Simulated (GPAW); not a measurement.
How far to go with the k-point mesh: MgS (R3m, 2 atoms in the cell)

```yaml
crystal:
  lattice:
    - [0.00000, 2.84729, 2.84729]
    - [2.84729, 0.00000, 2.84729]
    - [2.84729, 2.84729, 0.00000]
  atoms:
    - { symbol: Mg, position: [0.00507, 0.00507, 0.00507] }
    - { symbol: S, position: [0.75000, 0.75000, 0.75000] }
```

Computed with LDA (Perdew-Wang 92), GPAW PAW datasets LDA (gpaw-data 1.0.1) (plane waves; GPAW).

Base settings: mode = pw; ecut = 850 eV; xc = LDA; kpts = 3 3 3; mesh shift (steps) = 0 0 0; occupations.name = fermi-dirac; occupations.width = 0 eV; nbands = -8; convergence.density = 1e-05 e/electron; convergence.energy = 1e-05 eV/electron.

Only quantities that move along the ladder and can be compared are tabulated.

The count of work is k-points × plane waves × bands × iterations; it is no time. 

The starting cell comes from a database of computed structures (which also holds hypothetical and non-ambient phases and stackings), without a prior relaxation at this level. Its lattice was rescaled by up to half a per cent. One atom was moved a little off its site on purpose.

```tsv
kpts	free energy less the last step's (meV/atom)	pressure (GPa)	gap on the mesh (eV)	count of work / last
2 2 2	383.14	0.20	2.848	0.0039
3 3 3	49.50	-2.41	2.988	0.0065
5 5 5	1.56	-2.88	3.023	0.022
7 7 7	0.08	-2.90	3.025	0.047
9 9 9	0.00	-2.90	3.025	0.087
11 11 11	0.00	-2.90	3.025	0.15
12 12 12	0.00	-2.90	3.025	0.22
14 14 14	0.00	-2.90	3.025	0.28
18 18 18	0.00	-2.90	3.025	0.63
22 22 22	0.00	-2.90	3.025	1.0
```

Coarsest kpts that holds the free energy within 1 meV/atom of the last step, with all finer ones: 7 7 7, at 0.047 of the last step's count of work; the step before is off by 1.6 meV/atom.

Coarsest kpts that holds the pressure within 0.1 GPa of the last step, with all finer ones: 5 5 5, at 0.022 of the last step's count of work; the step before is off by 0.49 GPa.
